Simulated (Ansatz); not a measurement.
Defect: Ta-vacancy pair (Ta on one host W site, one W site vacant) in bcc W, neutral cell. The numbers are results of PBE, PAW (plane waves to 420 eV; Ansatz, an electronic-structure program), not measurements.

36-site cell at the relaxed PBE lattice, a 2×2×3 k-point mesh shifted by half a step, smearing 0.10 eV, spin-restricted, no finite-size correction. No zero-point or tunnelling terms. Spin-orbit coupling is left out. Forms of the defect that were not tried may lie lower.

Barriers: single points on a 3×3×5 k-point mesh shifted by half a step at the bands' geometries (they differ from the bands' own by up to 0.08 eV, and are uncertain by about as much).

Relaxed starting cell (atoms counted from 1):

```
CELL_PARAMETERS angstrom
      9.55287     0.00000     0.00000
      0.00000     9.55287     0.00000
      0.00000     0.00000     6.36858
ATOMIC_POSITIONS crystal
  Ta 0.00507 0.00544 0.01173
  W  0.00071 0.00112 0.50162
  W  0.00051 0.33300 0.00446
  W  0.00136 0.33186 0.49742
  W  0.99997 0.66784 0.00216
  W  0.99994 0.66632 0.50282
  W  0.33253 0.00095 0.00467
  W  0.33163 0.00173 0.49752
  W  0.33119 0.33155 0.00570
  W  0.33161 0.33198 0.49811
  W  0.33299 0.66626 0.00168
  W  0.33291 0.66658 0.50255
  W  0.66746 0.00035 0.00223
  W  0.66596 0.00034 0.50288
  W  0.66584 0.33338 0.00172
  W  0.66623 0.33330 0.50259
  W  0.66614 0.66654 0.00270
  W  0.66651 0.66690 0.50231
  W  0.16806 0.16845 0.74757
  W  0.16605 0.49795 0.25166
  W  0.16613 0.49860 0.75184
  W  0.16829 0.83264 0.25491
  W  0.16725 0.83418 0.75209
  W  0.49753 0.16650 0.25171
  W  0.49816 0.16659 0.75191
  W  0.49914 0.49956 0.25158
  W  0.49796 0.49839 0.75213
  W  0.49962 0.83360 0.25232
  W  0.49817 0.83466 0.75223
  W  0.83222 0.16872 0.25493
  W  0.83376 0.16769 0.75212
  W  0.83314 0.50007 0.25231
  W  0.83421 0.49861 0.75220
  W  0.83263 0.83304 0.25321
  W  0.83312 0.83354 0.75149
```

End state 1 differs by these moves (Å; atoms that move under 0.08 Å are left out):

```
atom  element    Δx    Δy    Δz
----  -------  ----  ----  ----
1          Ta  1.48  1.48  1.47
```

**Question.** Predict the forward and backward barriers to end state 1 from PBE, PAW.

**Answer.** forward 1.31 eV, backward 1.31 eV; at the saddle point atom 1 has neighbours 4 W at 2.72, 2 W at 2.75, 2 W at 3.41, 4 W at 3.43 Å. The saddle point's order was not checked, and it lies on a symmetry element of the cell, where a band can be held.

End state 2 differs by these moves (Å; atoms that move under 0.08 Å are left out):

```
atom  element     Δx     Δy     Δz
----  -------  -----  -----  -----
1          Ta  -0.03  -0.05  -0.06
8           W  -1.55   1.57  -1.53
```

**Question.** What forward and backward barriers to end state 2 does PBE, PAW give?

**Answer.** forward 1.64 eV, backward 1.61 eV; at the saddle point atom 8 has neighbours Ta at 3.22; 3 W at 2.69, 2 W at 2.73, W at 2.74, 2 W at 3.25 Å. The saddle point's order was not checked.
